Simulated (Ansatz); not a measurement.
# Zr2InN, response to strain

The reference is Zr2InN (space group P6_3/mmc, No. 194; a cell from a computed database, its experimental status unchecked).

```xyz
8
Lattice="3.2618 0.0000 0.0000 -1.6309 2.8248 0.0000 0.0000 0.0000 14.7987" Properties=species:S:1:pos:R:3 pbc="T T T"
Zr     1.6309     0.9416    13.5606
Zr     0.0000     1.8832     1.2380
Zr     0.0000     1.8832     6.1613
Zr     1.6309     0.9416     8.6374
In     1.6309     0.9416     3.6997
In     0.0000     1.8832    11.0990
N      0.0000     0.0000     0.0000
N      0.0000     0.0000     7.3993
```

Cartesian axes are those of the cell as printed.

Strains are applied to the cell and any free atomic positions relax; under stress the whole cell relaxes.

Computed with DFT with PBEsol, PAW potentials and a 420 eV plane-wave cutoff in Ansatz (an electronic-structure program), without spin-orbit coupling.

Notes on the quantities. energy relative to the base: free energy F.

| change | energy relative to the base | shortest interatomic distance |
|---|---|---|
| base | 0 meV/atom | 2.254 Å |
| isotropic strain +2.34 % | +35 meV/atom | 2.289 Å |
| isotropic strain +3.03 % | +57 meV/atom | 2.299 Å |
| uniaxial stress, 8 GPa tension along z | (withheld) | (withheld) |

Task: What belongs in the blanks?

Result: 
- uniaxial stress, 8 GPa tension along z, energy relative to the base: +19 meV/atom
- uniaxial stress, 8 GPa tension along z, shortest interatomic distance: 2.258 Å

Without a gap, meshes like the base's 16×16×4 leave anisotropic stresses uncertain by several tenths of a GPa, and small strain energies with them. Beyond what the load breaks, stability against distortions was not tested. All final runs are without spin polarisation.
